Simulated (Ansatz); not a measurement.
Here is the system:

```
CELL_PARAMETERS angstrom
      4.01340     0.00000     0.00000
     -2.00670     3.47570     0.00000
      2.00670    -1.15857     3.27692
ATOMIC_POSITIONS crystal
  Al 0.00000 0.00000 0.00000
  As 0.75000 0.25000 0.75000
```

Space group of this cell: F-43m, zinc blende. The cell is taken as given.

Calculation: PBEsol (plane waves, PAW; Ansatz, an electronic-structure program).

The current runs along the normal of the first two printed vectors; no spin-orbit coupling. Scaled by the factor s: both lengths across the current (ions clamped). Meshes 10×10×10 and 12×12 across the current in all rows.

```json
[
 {"s": "0.98", "mean pressure (GPa)": "3.2", "band gap (eV)": "1.24"},
 {"s": "1.00", "mean pressure (GPa)": "0.0", "band gap (eV)": "1.34"},
 {"s": "1.02", "mean pressure (GPa)": "-2.6", "band gap (eV)": "?"}
]
```

Task: Take the slope of the band gap against ln s from the two given rows, extrapolate to s = 1.02, and say what the run there gives.

Result: Slope = (1.24 − 1.34) / ln 0.98 = 4.95 eV. The line gives 1.34 + (4.95) × ln 1.02 = 1.44 eV. The run gives 1.36 eV, 0.08 eV under the line, 80 % of the predicted step.
